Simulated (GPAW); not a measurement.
GPAW run on LaSiNi4 (Cmmm, 6 atoms in the cell): self-consistent single point.

Method of the run: LDA (Perdew-Wang 92), GPAW PAW datasets LDA (gpaw-data 1.0.1) (plane waves; GPAW 25.7.0).

The change in words: lattice scaled by 0.98. Reference geometry:
```yaml
crystal:
  lattice:
    - [2.60688, -4.11702, 0.00000]
    - [2.60688, 4.11702, 0.00000]
    - [0.00000, 0.00000, 3.94953]
  atoms:
    - { symbol: La, position: [0.00000, 0.00000, 0.00000] }
    - { symbol: Si, position: [0.50000, 0.50000, 0.50000] }
    - { symbol: Ni, position: [0.34245, 0.65755, 0.00000] }
    - { symbol: Ni, position: [0.65755, 0.34245, 0.00000] }
    - { symbol: Ni, position: [0.50000, 0.00000, 0.50000] }
    - { symbol: Ni, position: [0.00000, 0.50000, 0.50000] }
```

Reference input (self-consistent single point, DFT LDA (Perdew-Wang 92), plane waves, GPAW PAW datasets LDA (gpaw-data 1.0.1)): mode = pw; ecut = 800 eV; xc = LDA; kpts = 6 6 7; mesh shift (steps) = 0 0 0; occupations.name = fermi-dirac; occupations.width = 0.1 eV; nbands = -14; convergence.density = 1e-05 e/electron; symmetry.symmorphic = false; symmetry.tolerance = 0.0005; maxiter = 150. This run's input differs from it in these lines:

```diff
@@ -5,11 +5,11 @@
 atoms = Atoms(['La', 'Si', 'Ni', 'Ni', 'Ni', 'Ni'],
-              cell=[[2.606880, -4.117015, 0.000000],
-                    [2.606880, 4.117015, 0.000000],
-                    [0.000000, 0.000000, 3.949530]],
+              cell=[[2.554742, -4.034675, 0.000000],
+                    [2.554742, 4.034675, 0.000000],
+                    [0.000000, 0.000000, 3.870539]],
               positions=[[0.000000, 0.000000, 0.000000],
-                         [2.606880, 0.000000, 1.974765],
-                         [2.606880, 1.297271, 0.000000],
-                         [2.606880, -1.297271, 0.000000],
-                         [1.303440, -2.058508, 1.974765],
-                         [1.303440, 2.058508, 1.974765]],
+                         [2.554742, 0.000000, 1.935269],
+                         [2.554742, 1.271326, 0.000000],
+                         [2.554742, -1.271326, 0.000000],
+                         [1.277371, -2.017338, 1.935269],
+                         [1.277371, 2.017338, 1.935269]],
               pbc=True)
```

The program printed (abridged):

```
     iter     time        total  log10-change:
                         energy   eigst   dens
iter:   1 --:--:--   -49.314702
iter:   2 --:--:--   -48.828784   -0.20  -1.48
iter:   3 --:--:--   -48.440281   -0.66  -1.57
iter:   4 --:--:--   -48.454123   -1.27  -1.71
iter:   5 --:--:--   -48.581494   -1.48  -1.88
iter:   6 --:--:--   -48.578102   -2.15  -2.03
iter:   7 --:--:--   -48.539453   -2.08  -2.11
iter:   8 --:--:--   -48.520711   -2.93  -2.58
iter:   9 --:--:--   -48.519682c  -3.83  -2.73
iter:  10 --:--:--   -48.517366c  -3.89  -2.82
iter:  11 --:--:--   -48.517029c  -4.60  -3.18
iter:  12 --:--:--   -48.516909c  -4.60  -3.25
iter:  13 --:--:--   -48.516723c  -5.39  -3.37
   [... 2 lines left out ...]
iter:  16 --:--:--   -48.516549c  -5.76  -3.68
iter:  17 --:--:--   -48.516550c  -6.61  -3.76
iter:  18 --:--:--   -48.516583c  -5.62  -3.80
iter:  19 --:--:--   -48.516565c  -6.66  -4.33
iter:  20 --:--:--   -48.516560c  -7.43c -4.68
iter:  21 --:--:--   -48.516556c  -7.86c -4.79
iter:  22 --:--:--   -48.516556c  -8.31c -4.93
iter:  23 --:--:--   -48.516558c  -8.40c -5.03c
Converged after 23 iterations.

Dipole moment: (0.000009, 0.000000, -0.000006) |e|*Ang

Energy contributions relative to reference atoms: (reference = -403999.719573)

Kinetic:        +57.451206
Potential:      -39.532759
External:        +0.000000
XC:             -66.023252
Entropy (-ST):   -0.115552
Local:           -0.353976
SIC:             +0.000000
--------------------------
Free energy:    -48.574334
Extrapolated:   -48.516558

Showing only first 2 kpts
 Kpt  Band  Eigenvalues  Occupancy
  0    37     10.42283    1.89173
  0    38     10.44088    1.87169
  0    39     10.47971    1.81640
  0    40     10.58958    1.53459

  1    37      9.84353    1.99965
  1    38     10.49387    1.79138
  1    39     10.51483    1.74884
  1    40     10.70139    1.03749

Fermi level: 10.70889

No gap
   [... lines left out ...]
  0 La    0.00000    0.00000    0.00000
  1 Si   -0.00000    0.00000    0.00000
  2 Ni    0.00000    0.18225    0.00000
  3 Ni    0.00000   -0.18225    0.00000
  4 Ni    0.00000    0.00000    0.00000
  5 Ni    0.00000    0.00000    0.00000

Stress tensor:
    -0.018728    -0.000000     0.000000
    -0.000000    -0.023502     0.000000
     0.000000     0.000000    -0.026666
Stress (GPa, Voigt): [-3.0006 -3.7654 -4.2724  0.      0.     -0.    ]
```

The run converged in 23 iterations. GPAW prints stress with tension positive. Against the reference run the free energy falls by 8.1 meV/atom, the pressure goes from -6.26 to 3.68 GPa and the largest force goes from 0.032 to 0.182 eV/Å.

The starting cell comes from a database of computed structures (which also holds hypothetical and non-ambient phases and stackings), without a prior relaxation at this level. For this run, on top of that: lattice scaled by 0.98. Spin polarisation is off. With a pressure of about 4 GPa the cell is away from its equilibrium volume at this level.

Cost on one core of a shared machine: roughly 4 min.
